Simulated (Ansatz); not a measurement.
# Effect of biaxial strain +2.13 %, plane normal [001], relaxed out of plane on MoP

Consider MoP (space group P-6m2, No. 187; a = 3.208 Å, c = 3.173 Å; relaxed with 0.1 eV smearing). Axes: x lies along a and z along c of the hexagonal cell.

Modification: tensile biaxial strain of 2.13 % in the plane normal to [001], as in epitaxy on a mismatched substrate; the out-of-plane cell vector and the atoms relax.

Computed with PBEsol, PAW, 420 eV (Ansatz, a program for electronic structure; spin-orbit coupling left out). Γ-centred 21×21×18 mesh, Fermi–Dirac width 0.1 eV.

| quantity | base | changed | shift |
|---|---|---|---|
| volume per atom | 14.13 Å³ | 14.55 Å³ | +0.411 Å³ |
| space group | P-6m2 (No. 187) | P-6m2 (No. 187) | – |
| shortest interatomic distance | 2.438 Å | 2.455 Å | +0.0165 Å |
| pressure (mean of the normal stresses, compression positive) | 0.0 GPa | -5.1 GPa | -5.1 GPa |
| band gap | zero | zero | – |
| out-of-plane strain | – | -1.34 % | – |
| ratio −ε⊥/ε∥ | – | 0.63 | – |
| mean in-plane stress (compression positive) | – | -7.6 GPa | – |

Final structure (turned so that z lies along the plane normal):

```
MoP
1.0
    3.27587     0.00000     0.00000
    1.63794     2.83699     0.00000
    0.00000     0.00000     3.13011
Mo P
1 1
Direct
  0.00000   0.00000   0.00000
  0.66667   0.66667   0.50000
```

Stability against distortions was not tested. The final runs are not spin-polarised. An odd electron count without spin: MoP.
